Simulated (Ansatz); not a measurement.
The parent structure is TiSi2 (space group Cmcm, No. 63; a = 3.5461 Å, b = 13.5634 Å, c = 3.5798 Å). Axes: x, y, z lie along a, b, c of the conventional cell.

(Cell as relaxed with PBE.)

Levels (all Ansatz, an electronic-structure program, PAW): PBE (420 eV, spin-orbit coupling left out); PBEsol (420 eV, no SOC).

Each level relaxes its own structure.

```tsv
base	PBE	PBEsol
volume per atom	14.35 Å³	13.91 Å³
band gap	zero	zero
```

Now apply this change: tensile biaxial strain of 1.06 % in the plane normal to [001], as in epitaxy on a mismatched substrate; the out-of-plane cell vector and the atoms relax.

| quantity | PBE | PBEsol |
|---|---|---|
| pressure (mean of the normal stresses, compression positive) | -1.7 GPa | -1.8 GPa |
| shortest interatomic distance | 4.544 bohr | 4.525 bohr |
| band gap | zero | zero |

PBE's shortest interatomic distance lies 0.019 bohr above PBEsol's (0.4 %); the two agree on the band gap. Neither level is exact; PBEsol is the comparison here, not a measurement.

Without a gap, meshes like the base's 14×14×13 leave anisotropic stresses uncertain by several tenths of a GPa, and small strain energies with them. Whether these cells are dynamically stable was not tested. The final runs are not spin-polarised.
